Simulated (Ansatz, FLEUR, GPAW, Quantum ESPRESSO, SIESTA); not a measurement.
One structure in several programs: MoS2 (P6_3/mmc, 6 atoms in the cell)

Self-consistent single point.

```xyz
6
Lattice="3.2103 0.0000 0.0000 -1.6051 2.7802 0.0000 0.0000 0.0000 13.2812" Properties=species:S:1:pos:R:3 pbc="T T T"
Mo     0.0000     0.0000     3.3203
Mo     0.0000     0.0000     9.9609
S      0.0000     1.8535     4.8840
S      1.6051     0.9267     8.3972
S      1.6051     0.9267    11.5246
S      0.0000     1.8535     1.7566
```

Shared settings, as Ansatz (a quantum-chemistry and plane-wave program) writes them: kpoints.mp_grid.grid = 3 3 1; scf.occupations.method = fixed. Potentials and cutoffs stand in the table.

```tsv
code	model	pressure (GPa)	largest force (eV/Å)	gap on the mesh (eV)	cutoff
SIESTA	GGA PBE, numerical atomic orbitals DZP, PseudoDojo PBE standard norm-conserving potentials (rewritten from UPF to PSML)	-1.78	0.090	1.104	grid 300 Ry
FLEUR	PBE, all-electron FLAPW (FLEUR), scalar-relativistic valence	–	0.360	1.132	Kmax 3.9 1/bohr
GPAW	PBE, GPAW PAW datasets PBE (gpaw-data 1.0.1)	-1.98	0.353	1.116	600 eV
Quantum ESPRESSO	PBE, PseudoDojo standard norm-conserving (PBE) pseudopotentials	-1.90	0.360	1.131	80 Ry
Ansatz	PBE, default PAW files	-1.97	0.370	1.129	420 eV
```

A dash marks a value that a program does not give, or that is left out as unsure.

Gaps are read on the mesh.

The spread over the programs that give each value: pressure within 0.20 GPa; largest force within 0.280 eV/Å; gap on the mesh within 0.028 eV.

SIESTA uses small atom-centred bases, whose incompleteness enters pressures, forces and empty levels differently from a plane-wave cutoff. FLEUR treats all electrons, but the usual bases taken here (sphere radii, linearisation, local orbitals, empty states) were not tested for convergence, so the values are no reference for the others. Ansatz's pressure is given at a fixed set of plane waves, as the other plane-wave codes print theirs. In the force vectors, SIESTA (by 0.270) lies more than 0.08 eV/Å from the median of the plane-wave programs.

On the base mesh (6 6 2) the same programs gave: Ansatz pressure -1.79 GPa, gap on the mesh 1.089 eV; Quantum ESPRESSO pressure -1.73 GPa, gap on the mesh 1.092 eV; GPAW pressure -1.80 GPa, gap on the mesh 1.076 eV; FLEUR gap on the mesh 1.092 eV; SIESTA pressure -1.57 GPa, gap on the mesh 1.059 eV.

The starting cell comes from a database of computed structures (which also holds hypothetical and non-ambient phases and stackings), without a prior relaxation at this level. Its lattice was rescaled by a random factor within 2.5 % of one.

Left out of this page: CP2K (on another mesh).

Keys are those of Ansatz 0.2.
